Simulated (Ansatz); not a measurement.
Where the default PAW files enter, the runs use the earlier of Ansatz's two default sets.

Input:

```yaml
crystal:
  lattice:
    - [4.91656, 0.00000, 0.00000]
    - [-2.45828, 4.25787, 0.00000]
    - [0.00000, 0.00000, 5.43163]
  atoms:
    - { symbol: Si, position: [0.53120, 0.53120, 0.33333] }
    - { symbol: Si, position: [0.46880, 0.00000, 0.00000] }
    - { symbol: Si, position: [0.00000, 0.46880, 0.66667] }
    - { symbol: O, position: [0.26856, 0.41310, 0.54782] }
    - { symbol: O, position: [0.58690, 0.85546, 0.21449] }
    - { symbol: O, position: [0.14454, 0.73144, 0.88115] }
    - { symbol: O, position: [0.85546, 0.58690, 0.45218] }
    - { symbol: O, position: [0.73144, 0.14454, 0.78551] }
    - { symbol: O, position: [0.41310, 0.26856, 0.11885] }
```

Space group of this cell: P3_221. The cell is taken as given.

The numbers are results of r2SCAN (plane waves, PAW; Ansatz, a first-principles code), not measurements.

The current runs along the normal of the first two printed vectors; no spin-orbit coupling. Scaled by the factor s: both lengths across the current (ions clamped). Meshes 12×12×6 and 12×12 across the current in all rows.

| s | mean pressure (GPa) | band gap (eV) |
|---|---|---|
| 0.98 | 8.9 | ? |
| 1.00 | 0.1 | 6.60 |
| 1.02 | -7.2 | 6.30 |

Problem. Take the slope of the band gap against ln s from the two given rows, extrapolate to s = 0.98, and say what the run there gives.

Solution. Slope = (6.30 − 6.60) / ln 1.02 = -15.1 eV. The line gives 6.60 + (-15.1) × ln 0.98 = 6.91 eV. The run gives 6.88 eV, 0.03 eV under the line, 9 % of the predicted step.
